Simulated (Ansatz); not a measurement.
Functionals compared on NH3 on the 1x1 (0001) surface of hcp Co, ferromagnetic, one in a 2x2 cell, started at the site 'bridge Co-Co (span 2.5 Å)', in Ansatz (plane waves, PAW). The structure was relaxed with PBE; the other rows are single points on it, each with its references at the same level. Cutoff 420 eV.

Set-up: 20 atoms, 6.0 Å thick at the start under the adsorbate (thin: gaps and levels are the slab's own); mesh 7x7x1; 0.1 eV smearing; dipole correction on; 8 atoms held, the rest relaxed; no symmetry held; spin-polarised, no spin-orbit, no U, no dispersion correction. At the end it is bonded to Co. In PBE it is, or lies within 0.03 eV of, the lowest of the starts that converged. These notes are the PBE run's. Adsorption energies are against NH3(g). A negative adsorption energy means that the adsorbate is more stable on the surface than in its reference.

```json
[
 {"functional": "PBE", "adsorption energy (eV)": "-0.42", "work function of the top face (eV)": "2.44", "change of the work function (eV)": "-2.53", "magnetic moment of the cell (μB)": "26.60", "rough cost of the single point": "–"},
 {"functional": "RPBE", "adsorption energy (eV)": "?", "work function of the top face (eV)": "?", "change of the work function (eV)": "?", "magnetic moment of the cell (μB)": "26.80", "rough cost of the single point": "around 13 core-minutes (rough)"}
]
```

What belongs in the gaps?


- RPBE, adsorption energy (eV): -0.14
- RPBE, work function of the top face (eV): 2.35
- RPBE, change of the work function (eV): -2.45

Ansatz is a program for electronic structure.
